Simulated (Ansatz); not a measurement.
Input:

```yaml
crystal:
  lattice:
    - [-2.49009, 2.52601, 5.88916]
    - [2.56157, -2.58761, 5.94779]
    - [2.53746, 2.63498, -5.91630]
  atoms:
    - { symbol: Bi, position: [0.75432, 0.25147, 0.51383] }
    - { symbol: Bi, position: [0.99568, 0.99853, 0.98617] }
    - { symbol: V, position: [0.24989, 0.74507, 0.50134] }
    - { symbol: V, position: [0.50011, 0.50493, 0.99866] }
    - { symbol: O, position: [0.08375, 0.96100, 0.39869] }
    - { symbol: O, position: [0.57863, 0.69220, 0.61550] }
    - { symbol: O, position: [0.71729, 0.83618, 0.39927] }
    - { symbol: O, position: [0.44152, 0.33648, 0.61334] }
    - { symbol: O, position: [0.66625, 0.28900, 0.10131] }
    - { symbol: O, position: [0.17137, 0.55780, 0.88450] }
    - { symbol: O, position: [0.03271, 0.41382, 0.10073] }
    - { symbol: O, position: [0.30848, 0.91352, 0.88666] }
```

No spin polarisation.

Method: r2SCAN (Ansatz, a first-principles code), scalar-relativistic without spin-orbit coupling, earlier PAW set. k-mesh 7×7×7 (Γ-centred); smearing 0.05 eV (Fermi–Dirac).

Predict the stress and space group.

The stress (xx, yy, zz, yz, xz, xy; compression positive) comes out as (-1.24, -2.15, -2.80, 0.20, -0.34, -1.47) GPa and the space group is P-1 (No. 2).

The cells carry an imposed strain or load. Whether these cells are dynamically stable was not tested. All final runs are without spin polarisation. The cell was made from VBiO$_{4}$ (space group I4_1/a, No. 88) by this change: strain tensor (xx, yy, zz, yz, xz, xy) = (−0.43, +0.78, +1.84, −0.53, +0.62, +0.93) %.
